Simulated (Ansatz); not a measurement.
A dielectric-response calculation of BaCdSbF (P4/nmm, 8 atoms in the cell) with Ansatz (a program for electronic structure).

Method of the run: LDA (PW92), default PAW files made with PBE (plane waves; Ansatz).

```
CELL_PARAMETERS angstrom
      4.60947     0.00000     0.00000
      0.00000     4.60947     0.00000
      0.00000     0.00000     9.75733
ATOMIC_POSITIONS crystal
  Ba 0.00000 0.50000 0.64049
  Ba 0.50000 0.00000 0.35951
  Cd 0.50000 0.50000 0.00000
  Cd 0.00000 0.00000 0.00000
  Sb 0.00000 0.50000 0.18461
  Sb 0.50000 0.00000 0.81539
  F  0.50000 0.50000 0.50000
  F  0.00000 0.00000 0.50000
```

Reference input (self-consistent single point, DFT, LDA (PW92), plane waves, default PAW files made with PBE): basis.ecutwfc = 420 eV; kpoints.mp_grid.grid = 6 6 3; hamiltonian.xc = lda; hamiltonian.pseudopotentials = {kind: paw} (the program's default PAW files); scf.occupations.method = fermi_dirac; scf.occupations.width = 0.02 eV. This run's input differs from it in these lines:

Ansatz 0.2 input:
```diff
@@ -18,3 +18,3 @@
 kpoints:
-  mp_grid: { grid: [6, 6, 3] }
+  mp_grid: { grid: [7, 7, 4] }
 hamiltonian:
@@ -23,7 +23,5 @@
 scf:
-  occupations: { method: fermi_dirac, width: 0.02 }
-output:
-  forces: true
-  eigenvalues: true
-  stress: true
+  occupations: { method: fixed }
+dielectric:
+  field_mesh: kpoints
```

The program printed (abridged):

```
SCF iter   1: F=—  HF=-42063.219119 eV  |F-HF|=—  |Δ(HF+E_count)|=         —  Δρ=1.05e-2  dr2=1.72e-1  ethr=1.77e-3  ⟨swp⟩=4.9  Hψ=12614  notcnv=0  defer=498
all-band conjugate gradients solve this SCF's bands
preconditioner: auto → Resta (q_TF=auto, 2.432 Å⁻¹)
SCF iter   2: F=—  HF=-42063.175661 eV  |F-HF|=—  |Δ(HF+E_count)|=   4.35e-2  Δρ=3.65e-3  dr2=1.17e-2  ethr=1.65e-4  ⟨swp⟩=2.0  Hψ=7590  notcnv=0  defer=528
   [... lines left out ...]
SCF iter   7: F=—  HF=-42063.173396 eV  |F-HF|=—  |Δ(HF+E_count)|=   1.49e-4  Δρ=5.99e-6  dr2=9.61e-8  ethr=1.72e-9  ⟨swp⟩=2.0  Hψ=6586  notcnv=0  defer=375
SCF iter   8: F=—  HF=-42063.173396 eV  |F-HF|=—  |Δ(HF+E_count)|=   1.78e-8  Δρ=1.55e-6  dr2=5.44e-9  ethr=9.24e-11  ⟨swp⟩=2.0  Hψ=6518  notcnv=0  defer=375
SCF iter   9: F=—  HF=-42063.173396 eV  |F-HF|=—  |Δ(HF+E_count)|=  2.18e-11  Δρ=4.11e-7  dr2=4.70e-10  ethr=5.23e-12  ⟨swp⟩=2.0  Hψ=6508  notcnv=0  defer=375
SCF iter  10: F=-42063.173396 eV  HF=-42063.173396 eV  |F-HF|=2.91e-11  |Δ(HF+E_count)|=  4.37e-11  Δρ=1.48e-7  dr2=4.82e-11  ethr=1.00e-12  ⟨swp⟩=14.4  Hψ=20164  notcnv=0
SCF 1 converged in 10 iterations: F = -42063.173396 eV  dr2 = 4.82e-11
DFPT response loops at Γ: preconditioner auto → Resta (q_TF=auto, 2.432 Å⁻¹)  ε∞=20.3 (no band partly filled) …
   [... lines left out ...]
WARN: field response: the 7×7×4 k-mesh looks too coarse for the field response at k = (0.0000, 0.0000, 0.0000), direct gap 0.146 eV …
Free energy (F): -42063.173396 eV
Fermi energy:    9.569374 eV
   [... lines left out ...]
         0.00000   -1.70069    0.00000
         0.00000    0.00000   -2.82680
    site 7:
        -1.70069   -0.00000    0.00000
        -0.00000   -1.70069    0.00000
         0.00000    0.00000   -2.82680
  Z* charge neutrality: 8.361e-5 e pre-enforcement
  k-mesh period / interband length: 32.3 Å / 3.45 Å = 9.36 at k = (0.0000, 0.0000, 0.0000), direct gap 0.146 eV — UNDER 14: by this measure the k-mesh is too coarse for the response
```

The run converged in 10 iterations. 

Summary of the result:
- Free energy E − TS (on the zero of these files): -42063.1734 eV
- Top of the valence band (on the code's own zero): 9.57 eV
- Gap on the k-point mesh: 0.15 eV
- ε∞ at this k-point mesh, which may be far from converged in small-gap cells (xx, yy, zz): 10.8, 10.8, 6.09
- Born charges at this mesh (mean of the diagonal, e): Ba 3.23, Ba 3.23, Cd 1.73, Cd 1.73, Sb -2.88, Sb -2.88, F -2.08, F -2.08

The starting cell comes from a database of computed structures (which also holds hypothetical and non-ambient phases and stackings), without a prior relaxation at this level. Its lattice was rescaled by up to half a per cent. Spin-orbit coupling is off.

Cost on one core of a shared machine: roughly 10 min.
